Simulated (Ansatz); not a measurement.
A periodic model of amorphous Si$_{20}$Al$_{32}$O$_{88}$:

```xyz
140
Lattice="11.9896 0.0264 -0.0537 0.0264 11.8058 0.2967 -0.0537 0.2967 11.6366" Properties=species:S:1:pos:R:3 pbc="T T T"
Si    11.6116     8.3634     3.6694
Si    10.0946     4.6867     0.2402
Si     7.3978     4.3687    11.5374
Si    11.4209     0.5312    10.2780
Si     9.7552     7.6873     0.3011
Si     6.9654     8.3068     1.2946
Si     6.0494     4.1364     4.3206
Si     9.8276    10.7172     3.2748
Si     2.0183     3.8254     8.9740
Si     7.2665     9.5795     7.9158
Si     0.7146     8.1809    11.7953
Si     6.9083     6.5795     7.7716
Si    11.6062     5.3017     3.8197
Si     9.0083     3.6477     3.9963
Si     4.0688    11.1783     0.8444
Si     7.6877    11.1177     5.2764
Si    11.7111     2.3924     0.4274
Si     2.3743     9.1211     2.4606
Si    11.3128     9.6551     6.5418
Si     3.9054     9.0293     5.2352
Al     0.4924     7.8112     8.5764
Al    11.1425     3.6175     6.1939
Al     9.5508     8.1279     8.7325
Al     2.5895     6.5861     6.7639
Al     4.5944     6.6421     2.6053
Al     0.1453     0.0517     1.6457
Al     5.6947    11.1878    10.0369
Al     3.9871     1.7588     9.4377
Al     3.9988     3.5237     6.7733
Al    11.0238     5.1515     9.0043
Al     5.7343     1.8673     0.6663
Al     4.0890    11.5844     7.3118
Al     4.0453     6.3513     9.4810
Al     1.8414     5.1647     1.5473
Al     2.9372     9.2977    10.7351
Al     4.8345     6.0026     5.6422
Al     4.1186     8.9145     8.4485
Al     1.4186    10.9152     8.3930
Al     2.4320    11.3952     3.9810
Al     8.9286     1.7400     1.6689
Al     7.3198    11.3003     1.2484
Al     5.3846    10.5942     3.2649
Al     1.8396     1.7770     6.1131
Al     4.2219     4.2412     0.6755
Al     2.5374     2.1243     0.3019
Al     8.3848    11.5949     9.8475
Al    11.6895     0.5920     4.8804
Al     8.6783     3.9637     7.2327
Al     6.4794     2.5405     9.1305
Al     6.1059     6.8701    10.9123
Al     4.7912     1.4541     4.6008
Al     6.9911     1.1776     6.9361
O     10.3958     4.0542     7.7448
O      6.0690     6.8961     6.4595
O      6.6355     9.7861     2.0127
O      2.3234     3.9233     0.3569
O      0.9703     8.3272     2.8518
O      7.4760     2.7535     7.5694
O      2.6068     9.6948     4.4734
O      5.6385     2.7002     3.7144
O      6.1718     7.1288     2.0592
O     10.5955     1.5202     1.2072
O      8.9340    11.4251     2.1137
O      4.0754     0.1256     3.7147
O      1.4283     0.7223     4.5624
O     11.0686     6.8512     3.7572
O      9.2290     8.2297    10.4231
O      5.6284     4.1527     5.9242
O      3.4002     5.1248     6.2601
O      5.9361     6.4795     9.0923
O      7.3971     3.5749    10.1399
O      7.4935     5.9527    11.3951
O      5.4135     1.7678    10.5104
O      2.5359     2.5831    10.0063
O      5.4022     0.0784     1.2102
O      7.4428     1.3223     0.8495
O      2.3111     0.2152     6.9882
O      1.1568     6.4266     0.5934
O      4.0406     8.0666    10.1701
O      2.1945     3.0312     7.4977
O      3.3961     7.8597     2.6514
O     11.8048    11.2379     0.3162
O      5.2270     9.2432     4.3857
O     11.7416     2.1675    10.5292
O      2.7969    10.0068     9.0835
O      3.5683     7.4342     5.4332
O     11.2297    11.2558     6.3653
O      8.6156     8.2778     1.3190
O      8.1607     0.5865     5.8474
O     11.9169     4.8856     5.3581
O      4.1083     2.4538     1.0758
O      0.6142     4.4766     9.2787
O      3.6787     7.3010     7.9465
O      8.8399     2.2026     3.3326
O      5.2220     5.5589     3.9588
O      9.0072    10.4105     4.6287
O      0.4237    11.8095     9.4400
O     11.2496     8.4022     0.3955
O     10.0623     6.1668     0.8469
O      7.0774    10.0301     6.3878
O     10.1091     8.8789     7.2428
O      6.6517    11.5579     4.1124
O      4.4016    10.5023    11.2118
O      3.1640     4.9527     8.9573
O      4.8578     2.8177     8.2448
O      0.9076     4.9419     2.9889
O      9.9208     4.8994    10.2959
O      8.8476     3.6523     0.7983
O     -0.0162     2.0638     5.9568
O      1.5022    10.8482     2.5797
O     11.1010    11.8172     3.5498
O      6.1370     3.6601     0.8023
O      7.6088     4.4933     4.0212
O     11.8275     8.9750     5.1623
O     11.5031     3.9652     0.6822
O      1.0332     6.8106     7.3119
O      2.9009     0.6743    11.6123
O     10.2623     4.4356     3.3351
O      1.0314     1.7045     1.2852
O      8.4618    10.2582     8.7392
O      6.9574     0.6447     8.6836
O      3.6319     5.3234     1.9430
O      1.1411     8.3376    10.1839
O      5.8088     9.7727     8.7361
O      4.0280     9.8169     6.7553
O      9.8473     0.4929     9.8831
O      4.3955    11.9980     9.0119
O      5.3888     0.7210     6.2016
O      6.4221     8.5078    11.3874
O     10.9437     6.9546     8.8353
O      0.5535     9.4695     7.7481
O      7.1946    11.2033    11.1229
O      8.0793     5.5138     7.6436
O      7.7805     7.9927     8.0687
O      2.0196     8.9839     0.6478
O     10.5631     9.3456     2.8749
O      4.6646     5.7658    11.0949
O      3.7929    10.1990     2.1317
O      9.3912     3.4763     5.6121
O      3.4677     2.3132     5.5003
```

Level of theory: PBE, scalar-relativistic without spin-orbit coupling (plane waves to 420 eV, PAW; Ansatz, a quantum-chemistry and plane-wave program).

It comes from a melt-quench run on a machine-learned potential (CHGNet), relaxed afterwards by DFT. O atoms were pushed apart under 1.9 Å during the dynamics, to hinder bonds among them. The hot cell started wider than the set density and was brought back towards it in steps. It is the lowest in DFT energy of 4 quenches. It is a model cell: composition and starting density were chosen by hand, and all elements were melted together. No dispersion term was used. Its density started from a set value of 2.86 and ended at 2.86 g/cm³. Cooling (nominally 280 K/ps over its main leg) ran many orders faster than in experiment, which tends to leave more defects and strain. Values belong to this one cell and scatter from quench to quench. The volume was held where the preparation left it and the shape relaxed, at a PBE pressure of 4.1 GPa. Stress components on the final sampling reach 4.1 GPa.

Bonds are counted up to Si-Si 2.60 Å, Si-Al 2.55 Å, Si-O 2.22 Å, Al-Al 2.66 Å, Al-O 2.26 Å, O-O 1.58 Å. Two cations that share two anions don't count as bonded, nor two that share one unless they lie closer than Si-Si 2.38 Å, Si-Al 2.48 Å, Al-Al 2.59 Å.

**Question.** Give the coordination numbers, mean bond lengths and angles.

**Answer.** 
| Quantity | Result |
|---|---|
| Mean coordination of Si by anions | 4.10 (19 with 4, 1 with 6) |
| Mean coordination of Al by anions | 4.50 (17 with 4, 14 with 5, 1 with 6) |
| Mean coordination of O | 2.57 (40 with 2, 46 with 3, 2 with 4) |
| Mean Al-O bond | 1.831 Å (spread 0.098 Å, 144 counted) |
| Mean Si-O bond | 1.651 Å (spread 0.076 Å, 82 counted) |
| Bond angle at Si | mean 108.9°, spread 12.2° |
| Bond angle at Al | mean 107.4°, spread 22.6° |
| Bond angle at O | mean 121.0°, spread 18.8° |

**Question.** List the pairs of like atoms that count as bonded by the rules above.

**Answer.** There are none by these rules.
